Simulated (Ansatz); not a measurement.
Response to strain in Y

Base system: Y in the hcp (Mg type) structure (space group P6_3/mmc, No. 194; a = 3.652 Å, c = 5.703 Å; relaxed with 0.1 eV smearing).

Strains are applied to the cell and any free atomic positions relax.

Calculations: plane-wave PAW DFT at the PBE level (Ansatz, a quantum-chemistry and plane-wave program, 420 eV), spin-orbit coupling left out.

Notes on the quantities. pressure: mean of the normal stresses, compression positive; energy relative to the base: free energy F.

```json
[
 {"case": "base", "volume per atom": "32.94 Å³", "pressure": "0.0 GPa", "energy relative to the base": "0 meV/atom"},
 {"case": "isotropic strain −3.00 %", "volume per atom": "30.06 Å³", "pressure": "4.2 GPa", "energy relative to the base": "(withheld)"},
 {"case": "isotropic strain −2.50 %", "volume per atom": "30.53 Å³", "pressure": "3.4 GPa", "energy relative to the base": "+25 meV/atom"},
 {"case": "isotropic strain −2.00 %", "volume per atom": "31.00 Å³", "pressure": "(withheld)", "energy relative to the base": "+16 meV/atom"},
 {"case": "isotropic strain −1.00 %", "volume per atom": "31.96 Å³", "pressure": "(withheld)", "energy relative to the base": "+3.8 meV/atom"},
 {"case": "isotropic strain −0.50 %", "volume per atom": "32.45 Å³", "pressure": "0.6 GPa", "energy relative to the base": "+0.9 meV/atom"},
 {"case": "isotropic strain +0.50 %", "volume per atom": "33.44 Å³", "pressure": "-0.6 GPa", "energy relative to the base": "+0.9 meV/atom"},
 {"case": "isotropic strain +1.50 %", "volume per atom": "34.45 Å³", "pressure": "-1.7 GPa", "energy relative to the base": "+8.1 meV/atom"},
 {"case": "isotropic strain +2.00 %", "volume per atom": "34.96 Å³", "pressure": "(withheld)", "energy relative to the base": "+14 meV/atom"},
 {"case": "isotropic strain +3.00 %", "volume per atom": "36.00 Å³", "pressure": "-3.1 GPa", "energy relative to the base": "+31 meV/atom"}
]
```

**Question.** Complete the table.

**Answer.** 
- isotropic strain −3.00 %, energy relative to the base: +36 meV/atom
- isotropic strain −2.00 %, pressure: 2.7 GPa
- isotropic strain −1.00 %, pressure: 1.3 GPa
- isotropic strain +2.00 %, pressure: -2.2 GPa

No phonon test of stability was made. The final runs are not spin-polarised.
